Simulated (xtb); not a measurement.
xtb 6.7.1, GFN1-xTB: W(O)2(Cl)(OMe) (C[O][W](=[O])(=[O])[Cl]), 9 atoms. The geometry is a generated start, not checked to be a minimum at this level.

```yaml
method: GFN1-xTB
"--acc": 1 (default)
"--etemp (K)": 300 (default)
detailed input (--input): "none: ANC optimiser, Lindh (1995) Hessian, microcycle=20, maxdispl=1.0, hlow=0.01 (default)"
basis_functions: 42
valence_electrons: 38
```

```xyz
9

W      0.4175     0.5967     1.3117
O      2.0952     0.4820     1.4114
O     -0.3556    -0.3452     2.4758
Cl    -0.1236     2.6921     1.6892
O     -0.1515     0.1538    -0.3557
C     -0.4193    -0.7228    -1.4248
H     -0.9210    -0.1811    -2.2362
H      0.5281    -1.1378    -1.7984
H     -1.0698    -1.5377    -1.0730
```

Charge 0 and multiplicity 1 are set for this test and not shown to be the ground state.

The structure is relaxed from this start with --opt LEVEL for the levels crude, sloppy, loose, lax, normal, tight, vtight, extreme, once each. Up to the end of the extreme run atoms move by at most 0.13 Å along an axis.

Choose the cheapest level whose final energy lies within 1 meV of that of extreme.

loose: 7 cycles against 15, ending 0.17 meV above.

```json
[
 {"level": "crude", "cycles": "3", "energy above the extreme run (meV)": "8.4", "gradient norm (eV/Å)": "0.30"},
 {"level": "sloppy", "cycles": "4", "energy above the extreme run (meV)": "6.4", "gradient norm (eV/Å)": "0.11"},
 {"level": "loose", "cycles": "7", "energy above the extreme run (meV)": "0.17", "gradient norm (eV/Å)": "0.069"},
 {"level": "lax", "cycles": "8", "energy above the extreme run (meV)": "0.068", "gradient norm (eV/Å)": "0.042"},
 {"level": "normal", "cycles": "8", "energy above the extreme run (meV)": "0.068", "gradient norm (eV/Å)": "0.042"},
 {"level": "tight", "cycles": "10", "energy above the extreme run (meV)": "0.022", "gradient norm (eV/Å)": "0.0079"},
 {"level": "vtight", "cycles": "14", "energy above the extreme run (meV)": "under 0.01", "gradient norm (eV/Å)": "0.0021"},
 {"level": "extreme", "cycles": "15", "energy above the extreme run (meV)": "—", "gradient norm (eV/Å)": "0.0019"}
]
```
